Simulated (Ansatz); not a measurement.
**InAs: pressure 30 GPa**

Start from InAs in the zinc blende structure (space group F-43m, No. 216; a = 6.109 Å).

One thing is altered: cell and atoms relaxed at a pressure of 30 GPa.

Computed with r2SCAN (Ansatz, a first-principles code, PAW, without spin-orbit coupling). Settings: 9×9×9 k-points, 0.05 eV Fermi–Dirac smearing.

```json
[
 {"quantity": "volume per atom", "base": "28.50 Å³", "changed": "21.62 Å³", "shift": "-6.88 Å³"},
 {"quantity": "density", "base": "5.53 g/cm³", "changed": "7.29 g/cm³", "shift": "+1.76 g/cm³"},
 {"quantity": "shortest interatomic distance", "base": "2.645 Å", "changed": "2.413 Å", "shift": "-0.2327 Å"},
 {"quantity": "enthalpy H = E + PV relative to the base's energy", "base": "–", "changed": "+4.55 eV/atom", "shift": "–"},
 {"quantity": "band gap (an upper bound: an edge found on the path is not a true extremum; the changed cell)", "base": "0.08 eV", "changed": "1.34 eV", "shift": "+1.26 eV"}
]
```

Final structure:

```xyz
2
Lattice="0.0000 2.7860 2.7860 2.7860 0.0000 2.7860 2.7860 2.7860 0.0000" Properties=species:S:1:pos:R:3 pbc="T T T"
As     1.3930     1.3930     1.3930
In     0.0000     0.0000     0.0000
```

Load acts through the strain it causes; cell and atoms are relaxed under it. Stability against distortions was not tested. Measured, InAs leaves this structure (for rock salt) near 7 GPa (temperature not stated; as listed in Datta, Sujoy, Jana, Debnarayan, arXiv (2020)). The zero or small gap of InAs can change with the level of theory.
